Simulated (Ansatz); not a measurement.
Ansatz (an electronic-structure program) run on NbRu (P4mm, 2 atoms in the cell): relaxation of the atoms.

Computed with LDA (PW92), default PAW files made with PBE (plane waves; Ansatz).

The change in words: one atom moved by 0.15 angstrom; relax: default → atoms; relax.f_tol: default → 0.002 eV/Å. Reference geometry:
```yaml
crystal:
  lattice:
    - [3.06874, 0.00000, 0.00000]
    - [0.00000, 3.06874, 0.00000]
    - [0.00000, 0.00000, 3.44215]
  atoms:
    - { symbol: Nb, position: [0.00000, 0.00000, 0.00000] }
    - { symbol: Ru, position: [0.50000, 0.50000, 0.50000] }
```

Reference input (self-consistent single point, DFT, LDA (PW92), plane waves, default PAW files made with PBE): basis.ecutwfc = 420 eV; kpoints.mp_grid.grid = 11 11 10; hamiltonian.xc = lda; hamiltonian.pseudopotentials = {kind: paw} (the program's default PAW files); scf.occupations.method = fermi_dirac; scf.occupations.width = 0.1 eV. This run's input differs from it in these lines:

```diff
@@ -6,3 +6,3 @@
   atoms:
-    - { symbol: Nb, position: [0.00000000, 0.00000000, 0.00000000] }
+    - { symbol: Nb, position: [0.00000000, 0.00000000, 0.04357700] }
     - { symbol: Ru, position: [0.50000000, 0.50000000, 0.50000000] }
@@ -21,2 +21,4 @@
     width: 0.1
+relax:
+  f_tol: 0.002
 output:
```

Output (repeated stretches shortened):

```
   [... SCF lines of the steps left out ...]
relax step   1: F+E_penalty+E_count = -10201.12687780 eV  Δ(F+E_penalty+E_count) = +0.000e0 eV  max|allowed force component| = 3.840e-1 eV/Å  Δτ_max = 0.0000 Å  (6 SCF iters, dr2 threshold 1.00e-7 eV, accepted)
relax step   2: F+E_penalty+E_count = -10201.14463282 eV  Δ(F+E_penalty+E_count) = -1.776e-2 eV  max|allowed force component| = 1.658e-1 eV/Å  Δτ_max = 0.0335 Å  (6 SCF iters, dr2 threshold 9.22e-6 eV, accepted)
relax step   3: F+E_penalty+E_count = -10201.15092312 eV  Δ(F+E_penalty+E_count) = -6.290e-3 eV  max|allowed force component| = 4.253e-3 eV/Å  Δτ_max = 0.0402 Å  (6 SCF iters, dr2 threshold 1.72e-6 eV, accepted)
relax step   4: F+E_penalty+E_count = -10201.15092312 eV  Δ(F+E_penalty+E_count) = -2.308e-9 eV  max|allowed force component| = 4.270e-3 eV/Å  Δτ_max = 0.0000 Å  (6 SCF iters, accepted)
relax step   5: F+E_penalty+E_count = -10201.15092879 eV  Δ(F+E_penalty+E_count) = -5.667e-6 eV  max|allowed force component| = 1.293e-4 eV/Å  Δτ_max = 0.0013 Å  (6 SCF iters, accepted)
the relaxation is at rest under the 8 symmetry operations that the run kept from its start: a minimum is not shown …
Free energy (F): -10201.150929 eV
Internal energy: -10201.068125 eV  (E = F + TS)
E sigma→0 (E₀):  -10201.109527 eV
Entropy (-TS):   -0.082804 eV (-41.402 meV/atom)
Fermi energy:    19.839223 eV
--- Forces (eV/Å), atoms counted from 1 ---
  atom   1  Nb     0.00000000     0.00000000    -0.00012829
  atom   2  Ru    -0.00000000     0.00000000     0.00013031
--- Stress (GPa, compression-positive) ---
      -15.023529       0.000000      -0.000000
        0.000000     -15.023529       0.000000
       -0.000000       0.000000     -14.940676
  P = ⅓ Tr σ = -14.9959 GPa (-149.959 kbar)
  The stress holds the Pulay correction. Without it, at fixed plane waves, as pw.x and ABINIT print it: P = -15.0158 GPa
--- Relaxed structure (5 steps of the walk, 5 accepted, 0 SCFs on fresh bases) ---
  F+E_penalty+E_count = -10201.15092879 eV   max|allowed force component| = 1.293e-4 eV/Å
  atoms:
    - { symbol: Nb, position: [6.275969378891824e-35, 0.0, 0.02180017298508402] }
    - { symbol: Ru, position: [0.5, 0.5, 0.5217768270149159] }
```

The run converged.  The full log also holds: “iter 2 did not close the SCF: its close was put off for the readings that it lacked (scf_convergence_deferred on its scf_iter line)”. The full log also holds: “iter 3 did not close the SCF: its close was put off for the readings that it lacked (scf_convergence_deferred on its scf_iter line)”.

Summary of the result:
Free energy E − TS (on the zero of these files): -10201.1509 eV
Fermi level (on the code's own zero): 19.84 eV
Pressure: -15.00 GPa
Relaxation steps: 5

The starting cell comes from a database of computed structures (which also holds hypothetical and non-ambient phases and stackings), without a prior relaxation at this level. Its lattice was rescaled by up to half a per cent. For this run, on top of that: one atom moved by 0.15 angstrom. Spin polarisation is off. The relaxation keeps the symmetry of its start, so its end need not be a minimum. Ansatz's pressure includes its estimate of the finite-basis (Pulay) stress.

Cost on one core of a shared machine: roughly 30 s.

Keys are those of Ansatz 0.2.
